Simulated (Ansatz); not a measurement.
The reference is TlI in the CsCl type structure (space group Pm-3m, No. 221; a = 4.2452 Å; a model cell). Axes: x, y, z lie along the cube axes.

Computed with r2SCAN (Ansatz, an electronic-structure program), no spin-orbit coupling.

Strains are applied to the cell and any free atomic positions relax; under stress the whole cell relaxes.

One change was made to it. Results:

```tsv
quantity	base	after
electron mass (degenerate bands, along [100])	0.29, 0.31, 0.31 mₑ (at R)	0.30, 0.32, 0.32 mₑ (at R)
energy relative to the base (free energy F)	0 meV/atom	+3.0 meV/atom
```

Question: Which change produced these results?
A) isotropic strain +2.16 %
B) uniaxial stress, 8 GPa compression along z
C) isotropic strain −3.75 %
D) isotropic strain +1.21 %

Answer: D, isotropic strain +1.21 %. For comparison, the electron mass in the other runs: uniaxial stress, 8 GPa compression along z gives 0.18 mₑ along z, 0.27 mₑ across (at R); isotropic strain +2.16 % gives 0.31, 0.33, 0.33 mₑ (at R); isotropic strain −3.75 % gives 0.26, 0.28, 0.28 mₑ (at R).

With I and Tl present, leaving out spin-orbit coupling can change the band edges. The levels and masses belong to the bands next to the band gap. Effective masses come from finite differences of ±0.01 Å⁻¹. Beyond what the load breaks, stability against distortions was not tested.
